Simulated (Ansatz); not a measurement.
The starting structures come from a database of crystals and need not be the phases stable at ambient conditions.

Tunnelling through a barrier is set by its complex band structure: the current falls as exp(−2κd) with the smallest κ.

Consider the following.

```yaml
crystal:
  lattice:
    - [8.52723, 0.00000, 0.00000]
    - [3.39654, 7.82159, 0.00000]
    - [2.56535, -3.91079, 4.29982]
  atoms:
    - { symbol: K, position: [0.75000, 0.75000, 0.50000] }
    - { symbol: K, position: [0.25000, 0.25000, 0.50000] }
    - { symbol: K, position: [0.72718, 0.27282, 0.00000] }
    - { symbol: K, position: [0.27282, 0.72718, 0.00000] }
    - { symbol: P, position: [0.29155, 0.85925, 0.56770] }
    - { symbol: P, position: [0.70845, 0.14075, 0.43230] }
    - { symbol: P, position: [0.85925, 0.29155, 0.43230] }
    - { symbol: P, position: [0.14075, 0.70845, 0.56770] }
    - { symbol: P, position: [0.15150, 0.15150, 0.00000] }
    - { symbol: P, position: [0.84850, 0.84850, 0.00000] }
```

Space group of this cell: Fmmm. The cell is taken as given.

Transport runs along the normal of the first two printed cell vectors.

The gap is the functional's own. No spin-orbit coupling. Mid-gap values are interpolated on the energy grid.

Give the band gap and the smallest decay constant κ at mid-gap that PBEsol in Ansatz (a first-principles code) yields.

Gap 0.62 eV on a 8×8×8 mesh; κ = 0.184 1/Å, at (0.250, 0.250) of the in-plane reciprocal vectors. At the zone centre, at the nearest computed energy, the slowest state has κ = 0.20 1/Å.
